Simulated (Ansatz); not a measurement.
## Amorphous Hf18O35F2

Preparation: random packing, a CHGNet melt and quench, and a DFT relaxation. O and F atoms were pushed apart under 1.9 Å during the dynamics, to hinder bonds among them. The hot cell started wider than the set density and was brought back towards it in steps. It is the lowest in DFT energy of 2 quenches. It is a model cell: composition and starting density were chosen by hand, and all elements were melted together. No dispersion term was used. Cycles of charging and discharging annealed it further.

Methods: PBE, scalar-relativistic without spin-orbit coupling (Ansatz, a first-principles code); r2SCAN, scalar-relativistic without spin-orbit coupling (Ansatz); HSE06, scalar-relativistic without spin-orbit coupling (Ansatz). Geometry, pressure, stress and energy are those of the PBE run. Its sampling: a 2×2×2 Γ-centred mesh; Fermi-Dirac width 0.02 eV; no spin polarisation. Other functionals are single points at the zone centre (r2SCAN at 500 eV; exact exchange cut at the cell's faces), free to take moments where seeds were set. At PBE the levels at the filled edge of the gap are localised (band-tail or defect states).

```yaml
number_of_atoms_in_the_cell: 55
Density (held, not predicted): 8.88 g/cm^3
volume_per_atom: 12.96 Å³
Pressure on a 2×2×2 Γ-centred mesh: 2.05 GPa
Largest force and stress component on that mesh (the relaxation ran on the zone centre alone): 0.13 eV/Å and 3.4 GPa
Level gap on a 2×2×2 Γ-centred mesh (PBE): 3.93 eV
Level gap at the zone centre (PBE): 3.99 eV
Level gap at the zone centre (r2SCAN): 4.45 eV
Level gap at the zone centre (HSE06): 5.53 eV
```

Neighbours within Hf-Hf 3.34 Å, Hf-O 2.70 Å, Hf-F 2.55 Å, O-O 1.58 Å, O-F 1.48 Å, F-F 1.37 Å count as bonded. Two cations that share two anions don't count as bonded, nor two that share one unless they lie closer than Hf-Hf 3.25 Å.

```json
{
  "Mean coordination of Hf by anions": "6.28 (1 with 5, 11 with 6, 6 with 7)",
  "Mean coordination of O": "3.14 (2 with 2, 26 with 3, 7 with 4)",
  "Mean coordination of F": "1.50 (1 with 1, 1 with 2)",
  "Mean Hf-O bond": "2.140 Å (spread 0.128 Å, 110 counted)",
  "Mean Hf-F bond": "2.064 Å (spread 0.090 Å, 3 counted)"
}
```

Its density started from a set value of 8.88 g/cm³. Cooling (nominally 300 K/ps over its main leg) ran many orders faster than in experiment, which tends to leave more defects and strain. One small periodic cell is one sample of the glass; other quenches scatter about these values. The volume was held where the preparation left it, at a PBE pressure of 2.1 GPa. Stress components on the final sampling reach 3.4 GPa. On a 2×2×2 Γ-centred mesh force components of up to 0.13 eV/Å stay, since the relaxation ran on the zone centre alone. Cycles of charging lowered its energy after that relaxation.
